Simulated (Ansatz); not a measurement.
**Na2S, pressure series**

Start from Na₂S in the anti-fluorite structure (space group Fm-3m, No. 225; a = 6.568 Å).

Cell and atoms are relaxed at each pressure.

Method: PBE (Ansatz, a first-principles code), no spin-orbit coupling.

Candidates:
(a) pressure 5 GPa
(b) pressure −2 GPa
(c) pressure −1 GPa

For the base:

The band gap is 2.45 eV.

Q: Order them by band gap, lowest first.

A: (b) pressure −2 GPa (2.18 eV), (c) pressure −1 GPa (2.32 eV), (a) pressure 5 GPa (2.91 eV)

Load acts through the strain it causes; cell and atoms are relaxed under it. No phonon test of stability was made. Competing high-pressure phases were not computed.
